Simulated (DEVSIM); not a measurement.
Structure: Pd/SiON/SiO2/p-Si capacitor, at 250 K.

```csv
layer (left to right),material,thickness (nm),Na (cm⁻³)
1,SiON,2.90,-
2,SiO2,1.20,-
3,Si,12000,2.3e15
```

Metal gate on the left, work function 5.2 eV. Fixed charge at the semiconductor interface 1.4e12 cm⁻² (in units of +e); no interface traps.

Constants are typed, rounded textbook-type inputs, not results; the design itself was drawn at random and stands for no fabricated device. Values at 300 K; Nc and Nv go as T^1.5, mobilities as T to minus their exponent, the gap by Varshni's rule with the affinity fixed.

```csv
parameter,SiON,SiO2,Si
gap (eV),7,9,1.124
affinity (eV),1.4,0.9,4.05
permittivity,5.5,3.9,11.7
Nc (cm⁻³),-,-,2.86e19
Nv (cm⁻³),-,-,3.1e19
Varshni α (eV/K),-,-,0.000473
Varshni β (K),-,-,636
```

DEVSIM, 1D Poisson equation in equilibrium, Boltzmann statistics, complete ionisation; no quantum confinement or tunnelling. Metal contacts follow the ideal Schottky-Mott rule: no Fermi-level pinning, no interface dipoles.

Tabulate band edges, carrier densities and field at 0.4 V on the gate.

Energies count from the Fermi level of the right contact; mesh points crowd at the junctions.

```json
[
 {"x (μm)": "0.000", "Ec (eV)": "3.400", "Ev (eV)": "-3.600", "n (cm⁻³)": "< 1e2", "p (cm⁻³)": "< 1e2", "field (V/cm)": "-430000"},
 {"x (μm)": "0.001168", "Ec (eV)": "3.350", "Ev (eV)": "-3.650", "n (cm⁻³)": "< 1e2", "p (cm⁻³)": "< 1e2", "field (V/cm)": "-430000"},
 {"x (μm)": "0.002364", "Ec (eV)": "3.299", "Ev (eV)": "-3.701", "n (cm⁻³)": "< 1e2", "p (cm⁻³)": "< 1e2", "field (V/cm)": "-430000"},
 {"x (μm)": "0.003350", "Ec (eV)": "3.749", "Ev (eV)": "-5.251", "n (cm⁻³)": "< 1e2", "p (cm⁻³)": "< 1e2", "field (V/cm)": "-600000"},
 {"x (μm)": "0.004461", "Ec (eV)": "0.555", "Ev (eV)": "-0.581", "n (cm⁻³)": "1.4e8", "p (cm⁻³)": "4.5e7", "field (V/cm)": "16000"},
 {"x (μm)": "0.006613", "Ec (eV)": "0.558", "Ev (eV)": "-0.578", "n (cm⁻³)": "1.2e8", "p (cm⁻³)": "5.3e7", "field (V/cm)": "16000"},
 {"x (μm)": "0.01211", "Ec (eV)": "0.567", "Ev (eV)": "-0.569", "n (cm⁻³)": "8.0e7", "p (cm⁻³)": "8.0e7", "field (V/cm)": "16000"},
 {"x (μm)": "0.03401", "Ec (eV)": "0.601", "Ev (eV)": "-0.535", "n (cm⁻³)": "1.7e7", "p (cm⁻³)": "3.8e8", "field (V/cm)": "15000"},
 {"x (μm)": "0.07795", "Ec (eV)": "0.663", "Ev (eV)": "-0.473", "n (cm⁻³)": "930000", "p (cm⁻³)": "6.9e9", "field (V/cm)": "13000"},
 {"x (μm)": "0.1903", "Ec (eV)": "0.791", "Ev (eV)": "-0.345", "n (cm⁻³)": "2400", "p (cm⁻³)": "2.6e12", "field (V/cm)": "9400"},
 {"x (μm)": "0.4707", "Ec (eV)": "0.926", "Ev (eV)": "-0.210", "n (cm⁻³)": "< 1e2", "p (cm⁻³)": "1.4e15", "field (V/cm)": "1300"},
 {"x (μm)": "1.535", "Ec (eV)": "0.937", "Ev (eV)": "-0.199", "n (cm⁻³)": "< 1e2", "p (cm⁻³)": "2.3e15", "field (V/cm)": "≈ 0"},
 {"x (μm)": "3.829", "Ec (eV)": "0.937", "Ev (eV)": "-0.199", "n (cm⁻³)": "< 1e2", "p (cm⁻³)": "2.3e15", "field (V/cm)": "≈ 0"},
 {"x (μm)": "8.143", "Ec (eV)": "0.937", "Ev (eV)": "-0.199", "n (cm⁻³)": "< 1e2", "p (cm⁻³)": "2.3e15", "field (V/cm)": "≈ 0"},
 {"x (μm)": "10.83", "Ec (eV)": "0.937", "Ev (eV)": "-0.199", "n (cm⁻³)": "< 1e2", "p (cm⁻³)": "2.3e15", "field (V/cm)": "≈ 0"},
 {"x (μm)": "11.53", "Ec (eV)": "0.937", "Ev (eV)": "-0.199", "n (cm⁻³)": "< 1e2", "p (cm⁻³)": "2.3e15", "field (V/cm)": "≈ 0"},
 {"x (μm)": "11.82", "Ec (eV)": "0.937", "Ev (eV)": "-0.199", "n (cm⁻³)": "< 1e2", "p (cm⁻³)": "2.3e15", "field (V/cm)": "≈ 0"},
 {"x (μm)": "11.93", "Ec (eV)": "0.937", "Ev (eV)": "-0.199", "n (cm⁻³)": "< 1e2", "p (cm⁻³)": "2.3e15", "field (V/cm)": "≈ 0"},
 {"x (μm)": "11.98", "Ec (eV)": "0.937", "Ev (eV)": "-0.199", "n (cm⁻³)": "< 1e2", "p (cm⁻³)": "2.3e15", "field (V/cm)": "≈ 0"},
 {"x (μm)": "12.00", "Ec (eV)": "0.937", "Ev (eV)": "-0.199", "n (cm⁻³)": "< 1e2", "p (cm⁻³)": "2.3e15", "field (V/cm)": "≈ 0"},
 {"x (μm)": "12.00", "Ec (eV)": "0.937", "Ev (eV)": "-0.199", "n (cm⁻³)": "< 1e2", "p (cm⁻³)": "2.3e15", "field (V/cm)": "≈ 0"},
 {"x (μm)": "12.00", "Ec (eV)": "0.937", "Ev (eV)": "-0.199", "n (cm⁻³)": "< 1e2", "p (cm⁻³)": "2.3e15", "field (V/cm)": "≈ 0"}
]
```
